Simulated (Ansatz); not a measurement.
**Carrier doping in LiF**

Start from LiF in the rock salt structure (space group Fm-3m, No. 225; a = 4.0682 Å).

Carriers are added at fixed cell with a uniform background; the Fermi–Dirac width is that of 300 K.

Levels (all Ansatz, an electronic-structure program, PAW): PBE (420 eV, no spin-orbit coupling); PBEsol (420 eV, no spin-orbit coupling).

The base cell above is that of PBE; each level relaxes its own structures.

```csv
case,"gap between the host's bands, PBE","gap between the host's bands, PBEsol"
electrons 7.0×10^20 cm⁻³,8.81 eV,9.03 eV
electrons 1.0×10^21 cm⁻³,8.80 eV,9.02 eV
electrons 1.5×10^21 cm⁻³,8.78 eV,?
electrons 2.0×10^21 cm⁻³,8.76 eV,?
holes 7.0×10^20 cm⁻³,8.87 eV,?
holes 1.0×10^21 cm⁻³,8.88 eV,?
holes 1.5×10^21 cm⁻³,8.91 eV,9.13 eV
holes 2.0×10^21 cm⁻³,8.94 eV,9.15 eV
```

### Question
Complete the table.

### Answer

- electrons 1.5×10^21 cm⁻³, gap between the host's bands, PBEsol: 9.01 eV
- electrons 2.0×10^21 cm⁻³, gap between the host's bands, PBEsol: 8.99 eV
- holes 7.0×10^20 cm⁻³, gap between the host's bands, PBEsol: 9.08 eV
- holes 1.0×10^21 cm⁻³, gap between the host's bands, PBEsol: 9.10 eV

PBE lies below PBEsol in every row, by 0.21 eV to 0.23 eV. They put the cases in the same order.

Charged cell with a jellium background: band edges are those of the host's band count, energies are not comparable with the neutral cell, and many-body gap narrowing is missing. Gaps are Kohn–Sham eigenvalue differences; semilocal functionals usually give less than the measured gap. Whether these cells are dynamically stable was not tested.
